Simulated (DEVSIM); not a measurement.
System: illuminated Si n-on-p cell, one wavelength, at 300 K.

| layer (left to right) | material | thickness (μm) | Nd (cm⁻³) | Na (cm⁻³) | τn (s) | τp (s) | absorption coefficient (cm⁻¹) |
|---|---|---|---|---|---|---|---|
| 1 | Si | 0.620 | 1.7e18 | - | 1.8e-5 | 0.00015 | 12000 |
| 2 | Si | 140 | - | 4.3e16 | 0.00033 | 0.00033 | 12000 |

Left contact: ohmic, minority hole recombination velocity 9e6 cm/s. Right contact: ohmic, minority electron recombination velocity 50000 cm/s. Voltage is applied to the left contact. Recombination: SRH at mid-gap, radiative, Auger. Light enters at the left, 4.8e16 photons cm⁻² s⁻¹, one pass, no reflection. Mobility is μmin + (μ − μmin)/(1 + (N/Nref)^α).

This is a model device: material constants are rounded textbook-type values typed into the input, and sizes, dopings and lifetimes were drawn at random. Values at 300 K.

```
parameter           Si
-------------  -------
gap (eV)         1.124
affinity (eV)     4.05
permittivity      11.7
Nc (cm⁻³)      2.86e19
Nv (cm⁻³)       3.1e19
μn (cm²/Vs)       1417
μp (cm²/Vs)        470
μn,min              52
μp,min              45
Nref,n          9.7e16
Nref,p          2.2e17
αn                0.68
αp                0.72
B (cm³/s)      4.7e-15
Cn (cm⁶/s)     2.8e-31
Cp (cm⁶/s)     9.9e-32
```

DEVSIM, 1D drift-diffusion, Boltzmann statistics, complete ionisation; no tunnelling, impact ionisation, image-force lowering or self-heating.

The photon flux was swept, all else fixed.

```csv
photon flux (cm^-2 s^-1),fill factor,largest power (mW/cm²),short-circuit current (mA/cm²),open-circuit voltage (V)
1.4e15,(withheld),0.0608,(withheld),(withheld)
4.8e15,0.81,0.225,0.543,0.513
1.4e16,0.81,0.697,1.58,0.541
4.8e16,0.82,2.56,5.43,0.573
1.4e17,0.83,7.87,15.8,0.601
4.8e17,0.83,28.7,54.3,0.632
1.4e18,0.84,87.7,159,0.660
```

Q: Complete the blanks.

A: 
- 1.4e15, fill factor: 0.80
- 1.4e15, short-circuit current (mA/cm²): 0.158
- 1.4e15, open-circuit voltage (V): 0.482
